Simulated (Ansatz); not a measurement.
Base system: HfO$_{2}$ (space group P2_1/c, No. 14).

```xyz
12
Lattice="5.1142 0.0000 0.0000 0.0000 5.1819 0.0000 -0.8708 0.0000 5.2238" Properties=species:S:1:pos:R:3 pbc="T T T"
Hf     1.2312     0.2169     1.0879
Hf     3.4476     2.8079     1.5240
Hf     3.0122     4.9650     4.1359
Hf     0.7958     2.3741     3.6998
O      0.0586     1.7295     1.7971
O      4.6201     4.3205     0.8148
O      4.1847     3.4524     3.4267
O     -0.3768     0.8614     4.4090
O      1.8743     3.9262     2.4995
O      2.8044     1.3352     0.1124
O      2.3690     1.2558     2.7243
O      1.4389     3.8467     5.1113
```

Cartesian axes are those of the cell as printed.

Computed with r2SCAN/PAW in Ansatz (a first-principles code), no SOC, earlier PAW set.

Now apply this change: the cell is scaled by 1.0218 in all directions, atoms relaxed at fixed cell.

Q: Predict the stress tensor and what it implies for the stiffness.

A: Stress of the strained cell less that of the base (GPa, compression positive):
```
 -12.10    0.00   -0.80
   0.00  -13.82    0.00
  -0.80    0.00  -10.99
```

Then B = −ΔP/(ΔV/V₀) with ΔV/V₀ = 0.0668 gives secant stiffness values (nonlinear terms included at this strain): B (at held cell shape, above the free-shape value) ≈ 184 GPa.

As a check, the harmonic strain energy −½ V₀ Δσ:ε is 29 meV/atom; the computed energy rise is 32 meV/atom.

Stability against distortions was not tested.
